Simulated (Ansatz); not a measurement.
For YGe (model structure, started from the NbAs type, I4₁/amd, No. 141, 4 atoms in the cell), PBE (PAW; Ansatz, an electronic-structure program) gives:

* **equilibrium lattice constant a**: 4.189 Å
* **lattice parameter c**: 10.559 Å
* **formation enthalpy**: -0.713 eV/atom

Q: What does PBE-D3(BJ) (Ansatz, plane waves, PAW) give for the same quantities?

A: 
- lattice constant a: 4.147 Å (drops by 1.0 %)
- lattice parameter c: 10.351 Å (drops by 2.0 %)
- formation enthalpy: -0.784 eV/atom (moves by -0.071 eV/atom)

Changes are worked out from the printed values.

Unless a cell is named, each level is at its own relaxed cell (PBE 23.16, PBE-D3(BJ) 22.25 Å³/atom).

Ansatz's density-functional and Hartree–Fock values are scalar-relativistic unless marked +SOC, with PAW data made under PBE.

A model structure was made by putting elements into a prototype or built by hand; it is no filed structure, need not be a known phase, and can be a saddle point held by its symmetry.
